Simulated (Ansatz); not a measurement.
## HfC: response to strain

Base system: HfC in the rock salt structure (space group Fm-3m, No. 225; relaxed with 0.1 eV smearing).

```yaml
crystal:
  lattice:
    - [0.00000, 2.30353, 2.30353]
    - [2.30353, 0.00000, 2.30353]
    - [2.30353, 2.30353, 0.00000]
  atoms:
    - { symbol: Hf, position: [0.00000, 0.00000, 0.00000] }
    - { symbol: C, position: [0.50000, 0.50000, 0.50000] }
```

Cartesian axes are those of the cell as printed.

Strains are applied to the cell and any free atomic positions relax; under biaxial strain the out-of-plane vector relaxes too.

All numbers come from PBEsol, PAW, 420 eV (Ansatz, a program for electronic structure; scalar-relativistic without spin-orbit coupling).

Notes on the quantities. in-plane stress: mean in-plane stress (compression positive); energy relative to the base: free energy F.

```csv
variant,in-plane stress,volume per atom,energy relative to the base
base,–,12.22 Å³,0 meV/atom
"biaxial strain −2.50 %, plane normal [111], relaxed out of plane",+14.8 GPa,11.78 Å³,+27 meV/atom
"biaxial strain −2.08 %, plane normal [111], relaxed out of plane",+12.1 GPa,11.85 Å³,+19 meV/atom
"biaxial strain −1.25 %, plane normal [111], relaxed out of plane",+7.1 GPa,12.00 Å³,+6.6 meV/atom
"biaxial strain +0.42 %, plane normal [111], relaxed out of plane",-2.2 GPa,12.30 Å³,___
"biaxial strain +0.83 %, plane normal [111], relaxed out of plane",-4.4 GPa,12.37 Å³,+2.8 meV/atom
"biaxial strain +1.25 %, plane normal [111], relaxed out of plane",-6.5 GPa,12.44 Å³,+6.3 meV/atom
"biaxial strain +1.67 %, plane normal [111], relaxed out of plane",-8.5 GPa,12.52 Å³,___
"biaxial strain +2.08 %, plane normal [111], relaxed out of plane",-10.4 GPa,12.59 Å³,+17 meV/atom
"biaxial strain +2.50 %, plane normal [111], relaxed out of plane",-12.4 GPa,12.67 Å³,+24 meV/atom
```

**Question.** What belongs in the blanks?

**Answer.** 
- biaxial strain +0.42 %, plane normal [111], relaxed out of plane, energy relative to the base: +0.7 meV/atom
- biaxial strain +1.67 %, plane normal [111], relaxed out of plane, energy relative to the base: +11 meV/atom

Whether these cells are dynamically stable was not tested. All final runs are without spin polarisation.
